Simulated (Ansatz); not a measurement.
```
PbO2
1.0
    5.08248     0.00000     0.00000
    0.00000     5.08248     0.00000
    0.00000     0.00000     3.44197
Pb O
2 4
Cartesian
  0.00000   0.00000   0.00000
  2.54124   2.54124   1.72098
  1.56531   1.56531   0.00000
  3.51717   3.51717   0.00000
  0.97593   4.10654   1.72098
  4.10654   0.97593   1.72098
```

All values below come from PBE, rigid bands (plane waves, PAW, scalar-relativistic; Ansatz, a quantum-chemistry and plane-wave program). Condition of this run: functional PBE, cell relaxed with it. How the cell was made: cell and atoms relaxed with PBE.

### Question
Is this a good metal at this level?

### Answer
No. No gap is resolved, and few carriers conduct, as in a semimetal or a zero-gap semiconductor. N(E_F) = 0.57 states/eV a cell at 300 K and the Drude plasma energy along the best axis is 1.04 eV, several times under that of a simple or noble metal.

Spin-orbit coupling is left out; it can open or close a small gap.

Formula and space group known from diffraction (Crystallography Open Database), not checked to be the room-temperature form: PbO2 (P4_2/mnm).
